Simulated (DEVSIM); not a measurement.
Structure: Cr/SiO2/p-Si capacitor, at 500 K.

```tsv
layer (left to right)	material	thickness (nm)	Na (cm⁻³)
1	SiO2	26.0	-
2	Si	1200	2.2e17
```

Metal gate on the left, work function 4.5 eV. Fixed charge at the semiconductor interface 0 cm⁻² (in units of +e); no interface traps.

The device is made up for the run: typed textbook-type constants, with dimensions and the other settings drawn at random. Values at 300 K; Nc and Nv go as T^1.5, mobilities as T to minus their exponent, the gap by Varshni's rule with the affinity fixed.

```
parameter         SiO2        Si
----------------  ----  --------
gap (eV)             9     1.124
affinity (eV)      0.9      4.05
permittivity       3.9      11.7
Nc (cm⁻³)            -   2.86e19
Nv (cm⁻³)            -    3.1e19
Varshni α (eV/K)     -  0.000473
Varshni β (K)        -       636
```

Model (solved in DEVSIM): 1D Poisson equation in equilibrium, Boltzmann statistics, complete ionisation; no quantum confinement or tunnelling. Metal contacts follow the ideal Schottky-Mott rule: no Fermi-level pinning, no interface dipoles.

Give the band bending (positive: bands bend down) and minority sheet density.


```json
[
 {"Vg (V)": "-3.8", "ψs (V)": "-0.179", "minority carriers (cm⁻²)": "< 1e8"},
 {"Vg (V)": "-3.2", "ψs (V)": "-0.163", "minority carriers (cm⁻²)": "< 1e8"},
 {"Vg (V)": "-2.6", "ψs (V)": "-0.145", "minority carriers (cm⁻²)": "< 1e8"},
 {"Vg (V)": "-2", "ψs (V)": "-0.121", "minority carriers (cm⁻²)": "< 1e8"},
 {"Vg (V)": "-1.4", "ψs (V)": "-0.090", "minority carriers (cm⁻²)": "< 1e8"},
 {"Vg (V)": "-0.8", "ψs (V)": "-0.046", "minority carriers (cm⁻²)": "< 1e8"},
 {"Vg (V)": "-0.2", "ψs (V)": "0.023", "minority carriers (cm⁻²)": "< 1e8"},
 {"Vg (V)": "0.4", "ψs (V)": "0.138", "minority carriers (cm⁻²)": "< 1e8"},
 {"Vg (V)": "1", "ψs (V)": "0.313", "minority carriers (cm⁻²)": "2.1e8"},
 {"Vg (V)": "1.6", "ψs (V)": "0.529", "minority carriers (cm⁻²)": "1.8e10"},
 {"Vg (V)": "2.2", "ψs (V)": "0.656", "minority carriers (cm⁻²)": "2.8e11"},
 {"Vg (V)": "2.8", "ψs (V)": "0.703", "minority carriers (cm⁻²)": "7.0e11"},
 {"Vg (V)": "3.4", "ψs (V)": "0.730", "minority carriers (cm⁻²)": "1.2e12"},
 {"Vg (V)": "4", "ψs (V)": "0.750", "minority carriers (cm⁻²)": "1.6e12"},
 {"Vg (V)": "4.6", "ψs (V)": "0.766", "minority carriers (cm⁻²)": "2.1e12"},
 {"Vg (V)": "5.2", "ψs (V)": "0.779", "minority carriers (cm⁻²)": "2.6e12"},
 {"Vg (V)": "5.8", "ψs (V)": "0.790", "minority carriers (cm⁻²)": "3.1e12"}
]
```
